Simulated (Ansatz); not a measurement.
Free surfaces of bcc Li compared: ab-initio MD of thin slabs with both faces free, started from the bulk cut in vacuum, in-plane cell fixed at 1.015 times the relaxed lattice, 7.5 to 7.5 ps sampled. Level of theory: PBE (plane waves, PAW; Ansatz, a program for electronic structure). No spin polarisation or spin-orbit coupling; a denser in-plane k-mesh moved forces by up to 0.01 eV/Å rms. No plane showed diffusion. Mean-square motions measure the thermal (phonon) amplitude about each atom's mean position. The cells admit only reconstructions that fit them. Bonds are counted up to Li-Li 4.2 Å.

```tsv
face	T (K)	mean-square normal motion, outer planes (Å²)	the same, middle plane (Å²)	change of the outer plane spacing from the bulk cut (%)	spread of site heights in the outer planes (Å)	coordination in the outer planes
(100), 6 planes, 54 atoms	309	0.073	0.054	8	0.01	8.8
(110), 4 planes, 48 atoms	290	(withheld)	(withheld)	(withheld)	(withheld)	(withheld)
```

Complete the blanks.


- (110), 4 planes, 48 atoms, mean-square normal motion, outer planes (Å²): 0.10
- (110), 4 planes, 48 atoms, the same, middle plane (Å²): 0.068
- (110), 4 planes, 48 atoms, change of the outer plane spacing from the bulk cut (%): -3
- (110), 4 planes, 48 atoms, spread of site heights in the outer planes (Å): 0.03
- (110), 4 planes, 48 atoms, coordination in the outer planes: 10.0
